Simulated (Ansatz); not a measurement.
## Effect of biaxial strain +1.50 %, plane normal [001], relaxed out of plane on CdGeAs2

The parent structure is CdGeAs2 in the chalcopyrite structure (space group I-42d, No. 122; a = 5.874 Å, c = 11.226 Å). Axes: x, y, z lie along a, b, c of the conventional cell.

It is then changed as follows: tensile biaxial strain of 1.50 % in the plane normal to [001], as in epitaxy on a mismatched substrate; the out-of-plane cell vector and the atoms relax.

Computed with plane-wave PAW DFT at the LDA level (Ansatz, a first-principles code, 420 eV), no SOC. Γ-centred 8×8×8 mesh, Fermi–Dirac width 0.05 eV.

| quantity | base | changed | shift |
|---|---|---|---|
| space group | I-42d (No. 122) | I-42d (No. 122) | – |
| shortest interatomic distance | 2.426 Å | 2.433 Å | +0.007 Å |
| energy relative to the base (free energy F) | 0 meV/atom | +2.8 meV/atom | +2.8 meV/atom |
| pressure (mean of the normal stresses, compression positive) | 0.00 GPa | -0.79 GPa | -0.79 GPa |
| band gap (uncertain: the edges found look like a band crossing or inverted bands; both cells) | 0.11 eV | 0.16 eV | +0.060 eV |
| out-of-plane strain | – | -1.84 % | – |
| ratio −ε⊥/ε∥ | – | 1.23 | – |
| mean in-plane stress (compression positive) | – | -1.2 GPa | – |

Stability against distortions was not tested. The zero or small gap of CdGeAs2 can change with the level of theory.
